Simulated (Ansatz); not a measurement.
The reference is TiB2 (space group P6/mmm, No. 191; relaxed with 0.1 eV smearing).

```
CELL_PARAMETERS angstrom
      3.03238     0.00000     0.00000
     -1.51619     2.62612     0.00000
      0.00000     0.00000     3.22383
ATOMIC_POSITIONS crystal
  Ti 0.00000 0.00000 0.00000
  B  0.66667 0.33333 0.50000
  B  0.33333 0.66667 0.50000
```

Cartesian axes are those of the cell as printed.

Method: DFT with PBE, PAW potentials and a 420 eV plane-wave cutoff in Ansatz (a quantum-chemistry and plane-wave program), no spin-orbit coupling.

For the base:

```
Property   Result
--------  -------
Pressure  0.0 GPa
```

The change: biaxial strain +2.50 %, plane normal [001], relaxed out of plane (Cartesian); in-plane vectors clamped, the third vector and the atoms free.

Task: How does this affect the ratio −ε⊥/ε∥?

Result: The ratio −ε⊥/ε∥ amounts to 0.44.

Task: Predict the new pressure.

Result: The pressure (mean of the normal stresses, compression positive) goes from zero to -10.2 GPa.

Stability against distortions was not tested. All final runs are without spin polarisation.
